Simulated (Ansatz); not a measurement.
Results of PBEsol (Ansatz, a quantum-chemistry and plane-wave program, PAW) for MoN2 (P4/mbm, No. 127, 6 atoms in the cell; start mp-1080193).

Numerical settings: plane-wave cutoff 520 eV, 14×14×20 k mesh (along the axes of the cell as run), Fermi–Dirac smearing 0.05 eV, no spin polarisation, scalar-relativistic PAW data made under PBE.

Cell (relaxed at this level):

```xyz
6
Lattice="4.2898 0.0000 0.0000 0.0000 4.2898 0.0000 0.0000 0.0000 2.7248" Properties=species:S:1:pos:R:3 pbc="T T T"
Mo     2.1449     2.1449     0.0000
Mo     0.0000     0.0000     0.0000
N      3.8062     1.6613     1.3624
N      0.4836     2.6285     1.3624
N      2.6285     3.8062     1.3624
N      1.6613     0.4836     1.3624
```

Question: Predict the bulk modulus.

Answer: 
- bulk modulus: 372 GPa

Note: the bulk modulus is −V dP/dV from two relaxed cells at ±2 % in volume; the relaxation could not lower the start's symmetry, so the cell can be a saddle point above a distorted one.

Computed values are for the static lattice.

Cost on a shared machine: very roughly 9 core-minutes.

A start named mp-… is a Materials Project structure, which need not be a measured phase.
